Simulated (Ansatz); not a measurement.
Results of r²SCAN in Ansatz (plane waves, PAW) for GaAs (model structure, started from the rocksalt type, Fm-3m, No. 225, 2 atoms in the cell).

Output (set-up and result lines):

```
Crystal: 2 atoms, lattice volume = 37.276 Å³
Basis set: ecut = 560 eV, 1139 PW (Γ), exchange–correlation on 90×90×90 points (27 copies of the dense FFT grid, shifted against one another)
Bands: 18, of which v1, the nominal top of the filled ones, is band 14 counted from 1 (13 counted from 0)
Symmetry: 48 space group operations
Space group: Fm-3m (ITA 225), of the structure as read, at distance tolerance 3.3e-5 Å
k-points: 195 of 5832
Functional: x = r2scan, c = r2scan; τ floored in thin density (d = 2e-4 eV/Å³)
SCF iter   1: F=—  HF=-8654.898179 eV  |F-HF|=—  |Δ(HF+E_count)|=         —  Δρ=7.58e-3  dr2=8.26e-3  dr2_τ=2.29e-3
SCF iter   2: F=—  HF=-8654.921582 eV  |F-HF|=—  |Δ(HF+E_count)|=   2.34e-2  Δρ=2.58e-3  dr2=1.59e-3  dr2_τ=3.10e-5
  ...
SCF iter   9: F=—  HF=-8654.921697 eV  |F-HF|=—  |Δ(HF+E_count)|=   1.73e-9  Δρ=1.01e-6  dr2=4.74e-10  dr2_τ=1.62e-12
SCF iter  10: F=-8654.921697 eV  HF=-8654.921697 eV  |F-HF|=1.82e-12  |Δ(HF+E_count)|=  3.09e-11  Δρ=8.67e-8  dr2=1.97e-12  dr2_τ=4.67e-14
SCF 1 converged in 10 iterations: F = -8654.921697 eV  dr2 = 1.97e-12
SCF converged after 10 iterations
Free energy (F): -8654.921697 eV
Internal energy: -8654.912575 eV  (E = F + TS)
E sigma→0 (E₀):  -8654.917136 eV
Fermi energy:    10.733757 eV
--- Stress (GPa, compression-positive) ---
        1.252861      -0.000000      -0.000000
        0.000000       1.252861      -0.000000
        0.000000      -0.000000       1.252861
  P = ⅓ Tr σ = 1.2529 GPa (12.529 kbar)
```

Question: Write an input file that could have produced this run (the log leaves some choices open).

Answer: One answer among several that fit: 
Ansatz 0.2 input:
```yaml
crystal:
  lattice:
    - [0.0, 2.6513527383, 2.6513527383]
    - [2.6513527383, 0.0, 2.6513527383]
    - [2.6513527383, 2.6513527383, 0.0]
  atoms:
    - { symbol: As, position: [0.0, 0.0, 0.0] }
    - { symbol: Ga, position: [0.5, 0.5, 0.5] }
basis:
  ecutwfc: 560
  ecutrho_ratio: 4
  xc_grid: 3
kpoints:
  mp_grid: { grid: [18, 18, 18] }
hamiltonian:
  xc: r2scan
  dispersion: none
  pseudopotentials: { kind: paw }
scf:
  occupations: { method: fermi_dirac, width: 0.05 }
  convergence: { dr2_threshold: 0.0000000002 }
output:
  forces: true
  stress: true
  eigenvalues: true
```

The PAW data were made under PBE.

Note: the relaxation could raise the start's symmetry but not lower it, so the cell can be a saddle point. Note: cell and atoms aren't relaxed at this level (pressure 1.3 GPa).

Computing time: about 17 core-seconds (a rough figure).

A model structure was made by putting elements into a prototype or built by hand; it is no filed structure, need not be a known phase, and can be a saddle point held by its symmetry.

Ansatz is a program for electronic structure.
